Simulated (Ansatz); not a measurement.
SiN2H6F4 (P2₁/c, No. 14, 26 atoms in the cell; start mp-643277), treated with PBEsol (PAW; Ansatz, an electronic-structure program).

Run with plane-wave cutoff 520 eV, 8×6×6 k mesh (along the axes of the cell as run), Fermi–Dirac smearing 0.01 eV, scalar-relativistic PAW data made under PBE.

Cell (relaxed with PBE-D3(BJ)):

```
CELL_PARAMETERS angstrom
      5.07375     0.00000    -0.12439
      0.00000     6.99021     0.00000
     -0.41997     0.00000     6.99511
ATOMIC_POSITIONS crystal
  Si 0.00000 0.50000 0.50000
  Si 0.00000 0.00000 0.00000
  H  0.57487 0.49010 0.30197
  H  0.42513 0.50990 0.69803
  H  0.42513 0.99010 0.19803
  H  0.57487 0.00990 0.80197
  H  0.81196 0.56780 0.17178
  H  0.18804 0.43220 0.82822
  H  0.18804 0.06780 0.32822
  H  0.81196 0.93220 0.67178
  H  0.78163 0.33426 0.21387
  H  0.21837 0.66574 0.78613
  H  0.21837 0.83426 0.28613
  H  0.78163 0.16574 0.71387
  N  0.76821 0.46838 0.27292
  N  0.23179 0.53162 0.72708
  N  0.23179 0.96838 0.22708
  N  0.76821 0.03162 0.77292
  F  0.89239 0.72960 0.51295
  F  0.10761 0.27040 0.48705
  F  0.10761 0.22960 0.98705
  F  0.89239 0.77040 0.01295
  F  0.24556 0.57519 0.36362
  F  0.75444 0.42481 0.63638
  F  0.75444 0.07519 0.13638
  F  0.24556 0.92481 0.86362
```

Problem. What does this level give for the band gap?

Solution. 
- band gap = 6.75 eV (direct)

Note: cell and atoms aren't relaxed at this level (largest force component 0.28 eV/Å, pressure -0.6 GPa).

The computed numbers hold no vibrational or temperature effects.

A start named mp-… is a Materials Project structure, which need not be a measured phase.
